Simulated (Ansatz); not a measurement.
Levels about the gap of amorphous Ti20O41Li2 (63 atoms in a cell of 760 Å³, 3.56 g/cm³; zone centre alone, so wide bands show as single levels with stretches between that a denser mesh fills), at the geometry that PBE relaxed, where it gives -0.9 GPa on a denser mesh. The participation number counts the atoms over which a state spreads; weights are charges in smoothed Voronoi cells. The levels come from a single point, so bond lengths are those of that geometry. Method of the levels: PBE, scalar-relativistic without spin-orbit coupling (Ansatz, a first-principles code). Sampling: the zone centre alone; Fermi-Dirac width 0.02 eV; no spin polarisation. At PBE the levels at the filled edge of the gap are localised (band-tail or defect states).

A CHGNet melt-quench gave the starting glass, which DFT then relaxed. O atoms were pushed apart under 1.9 Å during the dynamics, to hinder bonds among them. The hot cell started wider than the set density and was brought back towards it in steps. It is the lowest in DFT energy of 2 quenches. It is a model cell: composition and starting density were chosen by hand, and all elements were melted together. No dispersion term was used. Its density started from a set value of 3.56 and ended at 3.56 g/cm³. Cooling (nominally 240 K/ps over its main leg) ran many orders faster than in experiment, which tends to leave more defects and strain. One small periodic cell is one sample of the glass; other quenches scatter about these values. The volume was held where the preparation left it and the shape relaxed, at a PBE pressure of -0.9 GPa (tension). Stress components on the final sampling reach 1.0 GPa. On a 2×2×2 Γ-centred mesh force components of up to 0.14 eV/Å stay, since the relaxation ran on the zone centre alone.

```tsv
E - E(highest filled), eV	filling	participation number	largest on	weight O	weight Ti	weight Li
-0.35	filled	25.4	O, 3 neighbours	0.92	0.07	0.00
-0.33	filled	24.6	O, 3 neighbours	0.93	0.07	0.00
-0.27	filled	26.7	O, 2 neighbours	0.92	0.07	0.00
-0.22	filled	14.7	O, 3 neighbours	0.93	0.06	0.00
-0.20	filled	21.1	O, 3 neighbours	0.92	0.08	0.00
-0.13	filled	11.0	O, 3 neighbours	0.93	0.07	0.00
0.00	filled	9.4	O, 3 neighbours	0.93	0.07	0.00
2.64	empty	15.6	Ti, 6 neighbours	0.19	0.81	0.00
2.73	empty	17.5	Ti, 6 neighbours	0.18	0.81	0.00
2.76	empty	21.6	Ti, 6 neighbours	0.20	0.79	0.00
2.83	empty	20.4	Ti, 6 neighbours	0.18	0.82	0.00
2.87	empty	19.1	Ti, 6 neighbours	0.20	0.80	0.00
2.89	empty	17.8	Ti, 5 neighbours	0.17	0.83	0.00
2.94	empty	21.3	Ti, 6 neighbours	0.18	0.82	0.00
```

Most localised among these is the filled level at +0.00 eV, on a O atom, which has 3 neighbours (Ti 1.84 Å, Ti 1.96 Å, Ti 2.37 Å).
